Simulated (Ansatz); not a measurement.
The starting structures come from a database of crystals and need not be the phases stable at ambient conditions.

Here is the system:

```xyz
4
Lattice="4.0039 0.0000 0.0000 0.0000 4.0039 0.0000 0.0000 0.0000 5.6232" Properties=species:S:1:pos:R:3 pbc="T T T"
Zn     0.0000     0.0000     0.0000
Sn     2.0019     2.0019     2.8116
P      0.0000     2.0019     1.2768
P      2.0019     0.0000     4.3464
```

Space group of this cell: P-4m2. The cell is taken as given.

The current runs along the normal of the first two printed vectors, the (001) plane. All runs by Ansatz (an electronic-structure program), plane waves and PAW, without spin-orbit coupling; the base is r2SCAN.

```
run                                                      mean pressure (GPa)  gap (eV)  mid-gap κ (1/Å)
-------------------------------------------------------  -------------------  --------  ---------------
base                                                                     0.1      0.87            0.082
all lengths scaled by 0.98                                               5.4      1.05            0.101
all lengths scaled by 1.02                                              -3.8      0.66            0.062
lda in place of r2scan                                                  -2.7      0.40            0.043
lengths across the current scaled by 0.98, ions clamped                  3.5      0.97            0.099
lengths across the current scaled by 1.02, ions clamped                 -2.6      0.75                …
lengths along the current scaled by 0.97, ions clamped                   2.6         …                …
lengths along the current scaled by 1.03, ions clamped                  -2.0      0.75            0.077
pbesol in place of r2scan                                               -0.8         …                …
```

Question: Complete the blanks.

Answer: 
- lengths across the current scaled by 1.02, ions clamped, mid-gap κ (1/Å): 0.064
- lengths along the current scaled by 0.97, ions clamped, gap (eV): 0.88
- lengths along the current scaled by 0.97, ions clamped, mid-gap κ (1/Å): 0.085
- pbesol in place of r2scan, gap (eV): 0.49
- pbesol in place of r2scan, mid-gap κ (1/Å): 0.051
